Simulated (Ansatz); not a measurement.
Mg₂Sn (P6₃/mmc, No. 194, 6 atoms in the cell; start mp-1018795; a measured phase of this formula has another space group)

The numbers are results of PBEsol (plane waves, PAW; Ansatz, a quantum-chemistry and plane-wave program), not measurements.

Numerical settings: plane-wave cutoff 520 eV, 12×12×10 k mesh (along the axes of the cell as run), Fermi–Dirac smearing 0.05 eV, scalar-relativistic PAW data made under PBE.

Cell (relaxed at this level):

Space group P6₃/mmc (No. 194); a = 5.013 Å, b = 5.013 Å, c = 6.201 Å, α = 90.00°, β = 90.00°, γ = 120.00°

```tsv
atom	site	symmetry	x	y	z
Mg	2a	-3m.	0.0000	0.0000	0.0000
Mg	2d	-6m2	0.6667	0.3333	0.2500
Sn	2c	-6m2	0.3333	0.6667	0.2500
```

```yaml
band_gap: zero (no gap)
bulk modulus B0: 46.3 GPa
```

Note: the relaxation could not lower the start's symmetry, so the cell can be a saddle point above a distorted one; the bulk modulus is −V dP/dV from two relaxed cells at ±2 % in volume.

Spin–orbit coupling is not included.

Static lattice: no zero-point or thermal effects.

A start named mp-… is a Materials Project structure, which need not be a measured phase.
